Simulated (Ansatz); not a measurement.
**CdS, response to strain**

Take CdS in the zinc blende structure (space group F-43m, No. 216; a = 5.878 Å) as the base. Axes: x, y, z lie along the cube axes.

Strains are applied to the cell and any free atomic positions relax; under biaxial strain the out-of-plane vector relaxes too.

All numbers come from r2SCAN, PAW, 500 eV (Ansatz, an electronic-structure program; no spin-orbit coupling).

```json
[
 {"case": "base", "volume per atom": "25.38 Å³", "hole mass": "–"},
 {"case": "biaxial strain +0.50 %, plane normal [001], relaxed out of plane", "volume per atom": "25.45 Å³", "hole mass": "0.16 mₑ out of plane, 0.78 mₑ in plane (at Γ)"},
 {"case": "biaxial strain +1.00 %, plane normal [001], relaxed out of plane", "volume per atom": "25.50 Å³", "hole mass": "0.16 mₑ out of plane, 0.78 mₑ in plane (at Γ)"},
 {"case": "biaxial strain +1.50 %, plane normal [001], relaxed out of plane", "volume per atom": "25.55 Å³", "hole mass": "0.16 mₑ out of plane, 0.78 mₑ in plane (at Γ)"},
 {"case": "biaxial strain +2.00 %, plane normal [001], relaxed out of plane", "volume per atom": "25.60 Å³", "hole mass": "0.16 mₑ out of plane, 0.78 mₑ in plane (at Γ)"},
 {"case": "biaxial strain +2.50 %, plane normal [001], relaxed out of plane", "volume per atom": "25.64 Å³", "hole mass": "0.16 mₑ out of plane, 0.78 mₑ in plane (at Γ)"},
 {"case": "biaxial strain +3.00 %, plane normal [001], relaxed out of plane", "volume per atom": "25.67 Å³", "hole mass": "0.16 mₑ out of plane, 0.79 mₑ in plane (at Γ)"}
]
```

The levels and masses belong to the bands next to the band gap. Effective masses come from finite differences of ±0.01 Å⁻¹. Stability against distortions was not tested.
